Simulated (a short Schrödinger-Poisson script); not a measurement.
Stack: symmetric double-gate stack, SiO2 on p-type Si(110), at 300 K.

```
layer  material  thickness (nm)  Na (cm⁻³)
-----  --------  --------------  ---------
1          SiO2             0.9          -
2            Si              10       1e18
3          SiO2             0.9          -
```

The device is made up for the run: typed textbook-type constants, with dimensions and the other settings drawn at random. SiO2: permittivity 3.9, conduction-band edge (eV) 3.15, gap (eV) 9, electron mass (mₑ) 0.5. Si: permittivity 11.7, conduction-band edge (eV) 0, gap (eV) 1.124, Nv at 300 K (cm⁻³) 3.1e19.

Channel valleys (confinement mass, in-plane density-of-states mass, number): Δ4 0.315, 0.324, 4; Δ2 0.19, 0.417, 2. At the gates, both at one voltage, the conduction-band edge of layer 1 lies 3.62 eV − eVg above the Fermi level of the channel. Gaps are held at their typed values at every temperature. Mesh 0.03 nm at interfaces.

Solved with a short Schrödinger-Poisson script written for these runs: 1D Poisson equation in equilibrium, electrons classical, Boltzmann, parabolic valleys, classical holes, full ionisation, no traps, pinning or gate leakage.

The same stack at other levels of the model or other numerical settings:

```csv
run,sheet density of all electrons at Vg = 1.15 V (cm⁻²),sheet density of all electrons at Vg = 0.55 V (cm⁻²),capacitance of both gates at Vg = 1.15 V (μF/cm²),gate voltage at 1e11 electrons/cm² (V),rough cost against the base
base,2.76e13,3.58e12,7.02,0.36,about 1
"electrons treated as classical, Fermi-Dirac",2.55e13,3.51e12,6.29,0.36,3
"electrons treated as quantum, Hartree",1.98e13,2.46e12,5.31,0.38,30
mesh six times as coarse,2.67e13,3.50e12,6.77,0.36,about 1
```

The classical rows ignore confinement, and Boltzmann statistics overrate the density once the band edge passes the Fermi level.
